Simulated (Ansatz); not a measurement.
# GaSb under load (space group R3m): band-edge transport data

Consider the following.

```
CELL_PARAMETERS angstrom
     -0.02422     3.03785     3.03785
      3.03785    -0.02422     3.03785
      3.03785     3.03785    -0.02422
ATOMIC_POSITIONS crystal
  Ga 0.99938 0.99938 0.99938
  Sb 0.25062 0.25062 0.25062
```

Computed with r2SCAN with spin-orbit coupling, rigid bands (plane waves, PAW; Ansatz, a program for electronic structure). Condition of this run: uniaxial stress along [111] of 0.9 GPa (compression positive) (the target of the relaxation). How the cell was made: cell and atoms relaxed with PBEsol, then loaded as said.

The band gap is 0.28 eV and the hole conductivity mass (300 K, dilute) comes out as 0.22 mₑ. The effective density of states N_v (300 K) comes out as 2.5e18 cm⁻³. The density-of-states mass, holes comes out as 0.22 mₑ and the Seebeck coefficient, p-type 1e19 cm⁻³, 300 K is 176 μV/K.

Rigid bands; masses and Seebeck coefficients take one relaxation time τ for all states and one kind of carrier; polarons and phonon drag are left out. Geometry: cell and atoms relaxed with PBEsol.
